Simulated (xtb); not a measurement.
xtb 6.7.1, GFN1-xTB: c1coc(-c2cc3sc(-c4c5ccccc5cc5ccccc45)cc3s2)c1, 41 atoms. The geometry is a generated start, not checked to be a minimum at this level.

method: GFN1-xTB
--acc: 1 (default)
--etemp (K): 300 (default)
detailed input (--input): none: ANC optimiser, Lindh (1995) Hessian, microcycle=20, maxdispl=1.0, hlow=0.01 (default)
basis functions: 148
valence electrons: 128

The structure is relaxed from this start with --opt LEVEL for the levels crude, sloppy, loose, lax, normal, tight, vtight, extreme, once each. Up to the end of the extreme run atoms move by at most 0.15 Å along an axis.

### Question
Choose the cheapest level whose final energy lies within 1 meV of that of extreme.

### Answer
lax: 7 cycles against 44, ending 0.77 meV above.

| level | cycles | energy above the extreme run (meV) | gradient norm (eV/Å) |
|---|---|---|---|
| crude | 4 | 6.4 | 0.31 |
| sloppy | 6 | 1.3 | 0.096 |
| loose | 6 | 1.3 | 0.096 |
| lax | 7 | 0.77 | 0.097 |
| normal | 10 | 0.30 | 0.031 |
| tight | 13 | 0.20 | 0.012 |
| vtight | 22 | 0.070 | 0.0026 |
| extreme | 44 | — | 0.00096 |
